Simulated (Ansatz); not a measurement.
ZnS (F-43m): ε∞ = 6.175, static ε₀ = 8.800, effective LO energy 43.0 meV, electron mass 0.205 mₑ (band masses from r2SCAN with spin-orbit coupling, rigid bands run with Ansatz, a quantum-chemistry and plane-wave program, cell and atoms relaxed with r2SCAN; dielectric constants and zone-centre modes from LDA run with Ansatz on its own relaxed cell).

Question: Work out the Fröhlich coupling α = (1/ε∞ − 1/ε₀) √(m Ry/ħω_LO) and what it means for transport at 300 K.

Answer: 1/ε∞ − 1/ε₀ = 0.0483 and √(m × 13.606 eV/ħω) = 8.05, so α = 0.389; in weak coupling the polaron mass is about m(1 + α/6). By the iterated Boltzmann equation for weak coupling, the polar-phonon-limited mobility is 680 cm²/(V·s) at 300 K (1860 at 200 K, 410 at 400 K).

Model: isotropic Fröhlich coupling of one parabolic band to one effective longitudinal optical (LO) phonon, from the dielectric constants and phonon modes at the zone centre, chosen so that α equals the sum over the polar modes. Acoustic, nonpolar, intervalley and impurity scattering are left out, and they lower the mobility further; with several valleys or bands the averaged mass is a rough stand-in. Semilocal functionals tend to overestimate ε∞, which makes α low and the mobility high.
